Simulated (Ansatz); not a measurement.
Functionals compared on F on the 1x1 (101) surface of anatase TiO2 (cut with top plane O), one in a 2x1 cell, started at the site 'bridge O-O (span 2.8 Å)', in Ansatz (plane waves, PAW). The structure was relaxed with PBE; the other rows are single points on it, each with its references at the same level. Cutoff 420 eV (500 eV for r2SCAN). The points keep PBE's geometry, so the relaxation of a polaron and the settling of charge on one site are left out.

Host crystal: anatase TiO2, with a band gap (PBE, scalar-relativistic without spin-orbit coupling).

Set-up: 37 atoms, 9.4 Å thick at the start under the adsorbate (thin: gaps and levels are the slab's own); mesh 3x4x1; 0.01 eV smearing; dipole correction on; 14 atoms held, the rest relaxed; no symmetry held; spin-polarised, ending with about 1.0 μB a cell, a value that depends on the mesh; orders that need a larger cell were not tried, no spin-orbit, no U, no dispersion correction. The slab shows no gap over 0.04 eV on its mesh. At the end it is bonded to Ti. In PBE it is, or lies within 0.03 eV of, the lowest of the starts that converged. These notes are the PBE run's. RPBE: The program's check for a lower electronic state was not made. r2SCAN: The program's check for a lower electronic state was not made. Adsorption energies are against ½ F2(g). A negative adsorption energy means that the adsorbate is more stable on the surface than in its reference.

| functional | adsorption energy (eV) | work function of the top face (eV) | rough cost of the single point |
|---|---|---|---|
| PBE | -0.80 | 8.57 | – |
| RPBE | ? | ? | around 11 core-minutes (rough) |
| r2SCAN | -0.77 | 8.94 | about 23 core-minutes (a rough figure) |

Question: Some entries are withheld; supply them.

Answer: 
- RPBE, adsorption energy (eV): -0.71
- RPBE, work function of the top face (eV): 8.44

Ansatz is an electronic-structure program.
